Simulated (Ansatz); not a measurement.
## Effort and miss along a sweep of kpoints.mp_grid.grid: Rb (Fd-3m, 2 atoms in the cell)

```
Rb
1.0
    0.00000     4.29915     4.29915
    4.29915     0.00000     4.29915
    4.29915     4.29915     0.00000
Rb
2
Cartesian
  6.44872   6.44872   6.44872
  4.29915   4.29915   4.29915
```

Level of theory: PBE (plane waves, PAW; Ansatz, an electronic-structure program).

Base settings: basis.ecutwfc = 30.9 Ry; kpoints.mp_grid.grid = 9 9 9; hamiltonian.xc = pbe; hamiltonian.pseudopotentials = {kind: paw} (the program's default PAW files); scf.occupations.method = fermi_dirac; scf.occupations.width = 0.01 Ry.

Misses are taken against the tightest run, 16 16 16, which need not be fully converged itself. The energy is the free energy per atom.

The count of work is k-points × plane waves × bands × iterations; it is no time, and leaves out set-up, grids and terms that scale otherwise. 

The starting cell was generated: these elements placed on a structure prototype, without a prior relaxation; it need not be a known phase or ordering of this composition. Its lattice was rescaled by a random factor within 2.5 % of one. Ansatz's pressure includes its estimate of the finite-basis (Pulay) stress.

```
kpoints.mp_grid.grid  energy less reference (meV/atom)  pressure less reference (GPa)  count of work / reference
--------------------  --------------------------------  -----------------------------  -------------------------
1 1 1                                         -1340.16                          -1.90                     0.0059
2 2 2                                           109.30                           0.20                      0.021
3 3 3                                            18.92                          -0.05                      0.024
4 4 4                                           -11.68                          -0.02                      0.055
5 5 5                                            -0.36                           0.01                      0.069
6 6 6                                             1.45                           0.00                       0.11
7 7 7                                            -0.39                           0.00                       0.14
8 8 8                                            -0.16                           0.00                       0.20
9 9 9                                             0.12                           0.00                       0.24
11 11 11                                         -0.03                           0.00                       0.39
13 13 13                                          0.00                           0.00                       0.58
16 16 16                                          0.00                           0.00                        1.0
```

Coarsest setting among those run that, with all tighter ones, holds the energy within 5 meV/atom of the reference: 5 5 5, off by 0.36 meV/atom; it needs 0.069 of the reference's count of work.

Coarsest setting among those run that, with all tighter ones, holds the energy within 0.5 meV/atom of the reference: 7 7 7, off by 0.39 meV/atom; it needs 0.14 of the reference's count of work. The coarser 5 5 5 also lies inside, but a setting between leaves the range again, so that is luck.

The step from 4 4 4 to 9 9 9: it takes the miss in the energy from 12 to 0.12 meV/atom, for 4.4 times the count of work.

Keys are those of Ansatz 0.2.
